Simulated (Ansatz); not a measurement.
Base system: GaSb in the zinc blende structure (space group F-43m, No. 216; a = 6.111 Å). Axes: x, y, z lie along the cube axes.

All numbers come from plane-wave PAW DFT at the PBEsol level (Ansatz, an electronic-structure program, 420 eV), no spin-orbit coupling.

For the base:

The band gap comes out as zero.

Now apply this change: biaxial strain −1.67 %, plane normal [111], relaxed out of plane (Cartesian); in-plane vectors clamped, the third vector and the atoms free.

Predict the new valence-band top at Γ and band gap.

The valence-band top at Γ (three highest levels, from the VBM) comes out as 0.00, 0.00, -0.24 eV; the band gap changes from zero to 0.10 eV.

Spin-orbit coupling, missing from the scalar runs, can matter with Sb. No phonon test of stability was made. All final runs are without spin polarisation. The zero or small gap of GaSb can change with the level of theory.
